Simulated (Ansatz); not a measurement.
An Ansatz (a program for electronic structure) input (r2SCAN in Ansatz (plane waves to 500 eV, PAW, no spin-orbit coupling)):

Ansatz 0.2 input:
```yaml
crystal:
  lattice:
    - [5.4381325952, 0, 0]
    - [0, 5.4381325952, 0]
    - [0, 0, 5.4381325952]
  atoms:
    - { symbol: Sr, position: [0, 0, 0] }
    - { symbol: Ti, position: [0.5, 0.5, 0.5] }
    - { symbol: Te, position: [0, 0.5, 0.5] }
    - { symbol: Te, position: [0.5, 0.5, 0] }
    - { symbol: Te, position: [0.5, 0, 0.5] }
basis: { ecutwfc: 500, ecutrho_ratio: 4, xc_grid: 4, fft_grid_basis: typed }
kpoints: { mp_grid: { grid: [6, 6, 6] } }
hamiltonian:
  xc: r2scan
  dispersion: none
  pseudopotentials: { kind: paw }
scf: { occupations: { method: fermi_dirac, width: 0.05 }, convergence: { dr2_threshold: 0.0000000005 } }
output: { forces: true, stress: true }
checkpoint: { write: state.ck, write_every: 1000 }
```

Task: Which symmetry and how many k-points will the program report, and about how many plane waves at Γ?

Result: Space group Pm-3m (ITA 221) with 48 operations, k-points 20 of 216, and 4067 plane waves at Γ.

Whether these cells are dynamically stable was not tested. All final runs are without spin polarisation. The cell was made from SrTiO3 by this change: O → Te; the result is a hypothetical phase, not in the database extracts checked. Many cubic perovskites are stable only at high temperature; tilts and polar distortions were not tested.
